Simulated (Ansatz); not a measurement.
# Carrier properties of MgO under load (space group I4/mmm)

Input:

```xyz
2
Lattice="0.0000 2.1127 2.0836 2.1127 0.0000 2.0836 2.1127 2.1127 0.0000" Properties=species:S:1:pos:R:3 pbc="T T T"
Mg     0.0000     0.0000     0.0000
O      2.1127     2.1127     2.0836
```

All values below come from r2SCAN, rigid bands (plane waves, PAW, scalar-relativistic; Ansatz, a quantum-chemistry and plane-wave program). Condition of this run: uniaxial stress along [001] of 3 GPa (compression positive) (the target of the relaxation). How the cell was made: cell and atoms relaxed with PBEsol, then loaded as said.

| Quantity | Value |
|---|---|
| band gap | 5.66 eV |
| electron conductivity mass (300 K, dilute) | 0.37 (x), 0.37 (y), 0.38 (z) mₑ |
| hole conductivity mass (300 K, dilute) | 2.3 (x), 2.3 (y), 2.1 (z) mₑ |
| effective density of states N_c (300 K) | 5.9e18 cm⁻³ |
| effective density of states N_v (300 K) | 2.2e20 cm⁻³ |
| density-of-states mass, electrons | 0.38 mₑ |
| density-of-states mass, holes | 4.2 mₑ |
| Seebeck coefficient, n-type 1e19 cm⁻³, 300 K | -178 μV/K |
| best n-type power factor at 300 K for τ = 10 fs (best axis; densities from 1e16 to 1e21 cm⁻³ tried, whether or not they can be reached) | 2.5 μW/(cm·K²) at 3e19 cm⁻³ |
| Seebeck coefficient, p-type 1e19 cm⁻³, 300 K | 494 μV/K |

Rigid bands; masses and Seebeck coefficients take one relaxation time τ for all states and one kind of carrier; polarons and phonon drag are left out. Spin-orbit coupling is left out. Geometry: cell and atoms relaxed with PBEsol.
